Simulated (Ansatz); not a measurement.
Input:

```
BaTe
1.0
    0.00000     3.33504     3.33504
    3.33504     0.00000     3.33504
    3.33504     3.33504     0.00000
Ba Te
1 1
Cartesian
  0.00000   0.00000   0.00000
  3.33504   3.33504   3.33504
```

No spin polarisation.

Computed with PBEsol in Ansatz (plane waves to 420 eV, PAW, scalar-relativistic without spin-orbit coupling). Γ-centred 8×8×8 mesh, Fermi–Dirac width 0.05 eV.

Task: Predict the electron mass, band gap, smallest direct gap and gap character.

Result: The electron mass comes out as 1.3 mₑ along k, 0.22 mₑ across (at X), the band gap is 1.16 eV and the smallest direct gap is 1.49 eV. The gap character is indirect, Γ → X.

Spin-orbit coupling, missing from the scalar runs, can matter with Te. Load acts through the strain it causes; cell and atoms are relaxed under it. Masses are band curvatures over ±0.01 Å⁻¹ around the edge. Along k means along the line from Γ to the band edge. No phonon test of stability was made. Competing high-pressure phases were not computed. The cell was made from BaTe in the rock salt structure (space group Fm-3m, No. 225) by this change: pressure 5 GPa.

Ansatz is a quantum-chemistry and plane-wave program.
